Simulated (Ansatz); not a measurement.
Take Cu$_{3}$N (space group Pm-3m, No. 221; a = 3.765 Å) as the base.

Computed with PBEsol (Ansatz, a quantum-chemistry and plane-wave program; PAW; 420 eV plane waves; scalar-relativistic without spin-orbit coupling).

Before the change:

- Pressure = 0.0 GPa
- Band gap = zero

One thing is altered: an isotropic linear strain of −5.04 %; the atoms relax in the strained cell.

What happens to the pressure?

The pressure goes from zero to 29.9 GPa.

What does the calculation give for the energy relative to the base after the change?

The energy grows by 154 meV/atom.

Predict the new band gap.

The band gap remains zero.

Stability against distortions was not tested. All final runs are without spin polarisation. Gaps under 0.05 eV, about the width of the smearing, are given as zero. A zero or small gap of Cu3N can be the functional's error rather than a property of the material.
